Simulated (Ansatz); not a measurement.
For brucite Ca(OH)2 (model structure), PBEsol (Ansatz, a quantum-chemistry and plane-wave program, plane waves, PAW) gives:

| Property | Result |
|---|---|
| lattice parameter a | 3.561 Å |
| lattice parameter c | 4.766 Å |

### Question
What does HSE06 (plane waves, PAW; Ansatz) give for the same quantities?

### Answer

- lattice constant a: 3.599 Å (increases by 1.1 %)
- lattice parameter c: 4.987 Å (grows by 4.6 %)

Changes are worked out from the printed values.

Unless a cell is named, each level is at its own relaxed cell (PBEsol 10.47, HSE06 11.19 Å³/atom).

Ansatz's density-functional and Hartree–Fock values are scalar-relativistic unless marked +SOC, with PAW data made under PBE.

A model structure was made by putting elements into a prototype or built by hand; here it ended with the formula and space group of a phase in our tables.
